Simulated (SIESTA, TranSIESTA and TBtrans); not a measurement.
System: Pt chain with one C atom in place of Pt. Leads: straight Pt chain, spacing 2.4 Å. Geometry: 3 atoms about the centre moved by SIESTA (PBE, DZP) to a largest force of 0.03 eV/Å, all others as built, motion along the axis alone. Transport runs along z; the first 6 and the last 6 of the 21 atoms are the lead cells, repeated to infinity.

```xyz
21
Lattice="9.000 0.000 0.000 0.000 9.000 0.000 0.000 0.000 49.290" Properties=species:S:1:pos:R:3 pbc="F F T"
Pt     4.500     4.500     0.000
Pt     4.500     4.500     2.400
Pt     4.500     4.500     4.800
Pt     4.500     4.500     7.200
Pt     4.500     4.500     9.600
Pt     4.500     4.500    12.000
Pt     4.500     4.500    14.400
Pt     4.500     4.500    16.800
Pt     4.500     4.500    19.200
Pt     4.500     4.500    21.673
C      4.500     4.500    23.444
Pt     4.500     4.500    25.217
Pt     4.500     4.500    27.690
Pt     4.500     4.500    30.090
Pt     4.500     4.500    32.490
Pt     4.500     4.500    34.890
Pt     4.500     4.500    37.290
Pt     4.500     4.500    39.690
Pt     4.500     4.500    42.090
Pt     4.500     4.500    44.490
Pt     4.500     4.500    46.890
```
Starting moments (μB): atom 7 +0.6, atom 8 +0.6, atom 9 +0.6, atom 10 +0.6, atom 12 +0.6, atom 13 +0.6, atom 14 +0.6, atom 15 +0.6; lead atoms +0.6 (left) and +0.6 (right).

Run with TranSIESTA and TBtrans (open boundaries, self-consistent; PseudoDojo norm-conserving potentials, scalar-relativistic): Spin polarized, PAO.BasisSize DZP, PAO.EnergyShift 0.15 eV, XC.Authors PBE, Mesh.Cutoff 200 Ry, ElectronicTemperature 300 K, TS.Voltage 0.0 eV, TBT.Elecs.Eta 0.001 eV.

Energies count from the leads' Fermi level. Transmissions are for each spin. The energy step is 0.01 eV; narrower resonances are cut or missed.

```csv
E (eV),T up,T down
-0.20,2.11,2.11
-0.15,2.11,2.10
-0.10,2.09,2.09
-0.05,2.08,2.07
0.00,2.06,2.05
0.05,2.03,2.03
0.10,2.01,2.00
0.15,1.97,1.97
0.20,1.93,1.93
```

Task: Give the zero-bias conductance in μS and the resistance at 300 K.

Result: At the Fermi level the mean of both spins is (2.06 + 2.05)/2 = 2.05. Averaged with −∂f/∂E over the full grid (kT = 25.9 meV) it is 2.05. With G0 = 2e²/h = 77.48 μS, G = 159 μS and R = 1/G = 6.29 kΩ.

Task: The eigenchannels at the Fermi level (both spins) transmit 0.973, 0.542, 0.542, 0.973, 0.540, 0.540. What Fano factor of the shot noise follows at low temperature and bias?

Result: F = Σ τ(1 − τ)/Σ τ = 1.05/4.11 = 0.25.

A magnetic start was tried, and the separate lead runs end without a moment. The straight chain is held at its spacing; free chains may zigzag or dimerise. Spin-orbit coupling, left out here, matters for the heavy atoms.
